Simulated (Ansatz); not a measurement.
Effect of ↑↓ start, q = (0, 1/2, 1/2), 10 atoms on RbVF3

The reference is RbVF3 in the cubic perovskite structure (space group Pm-3m, No. 221; a = 4.1873 Å; ferromagnetic).

Now apply this change: the moments start antiparallel in the pattern ↑↓ in a 10-atom cell (cell doubled with q = (0, 1/2, 1/2) in the reciprocal basis of the base), and the cell is relaxed again.

The values are results of PBEsol+U (U_eff on d states: V 3.25 eV) (Ansatz, a first-principles code, PAW, without spin-orbit coupling), not measurements. Γ-centred 6×6×8 mesh, Fermi–Dirac width 0.05 eV, for the changed cell.

The volume per atom decreases by 0.04 Å³ to 14.64 Å³ and the space group (of the atoms, moments ignored) becomes P4/mmm (No. 123) (base: Pm-3m (No. 221)). The shortest interatomic distance decreases by 0.004 Å (2.094 Å → 2.090 Å) and the energy shrinks by 4 meV/atom. The band gap grows by 0.477 eV, from 2.55 eV to 3.02 eV and the gap character (in this cell's own zone, which can be folded) amounts to indirect, R → Γ. The magnetic state goes from ferromagnetic to antiferromagnetic (moments cancel) and the largest site moment remains 2.25 μB.

Other magnetic orders, which the real material may have, were not ruled out. Whether these cells are dynamically stable was not tested. A gap here joins edges of opposite spin (a spin-flip gap). Many cubic perovskites are stable only at high temperature; tilts and polar distortions were not tested. The U values are a database's picks, fitted on other projectors than the ortho-atomic ones used here. k-point labels follow each cell's own Brillouin zone.
